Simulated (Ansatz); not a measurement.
The reference is ZrS₂ in the CdI2 type structure (space group P-3m1, No. 164; a = 3.6743 Å, c = 5.8606 Å; layered, stacked along the Cartesian z axis).

The values are results of r2SCAN+rVV10/PAW in Ansatz (a quantum-chemistry and plane-wave program), no SOC, not measurements.

Before the change:

| Item | Value |
|---|---|
| Gap character | indirect, K–Γ (87 % along) → L |

Perturbation: 0.480 holes added to each cell, a density of 7.0×10^21 cm⁻³, with a uniform compensating background at fixed cell and a 300 K Fermi–Dirac width.

Question: Estimate the effect on the gap character and Fermi level from band edge.

Answer: The gap character stays indirect, K–Γ (87 % along) → L; the Fermi level relative to the doped band's edge (positive inside the band; to 0.05 eV) is +0.60 eV.

Carriers are added with a uniform compensating background; total energy and stress of such cells depend on the potential's zero and are not compared; many-body gap narrowing is missing at this level. Stability against distortions was not tested.
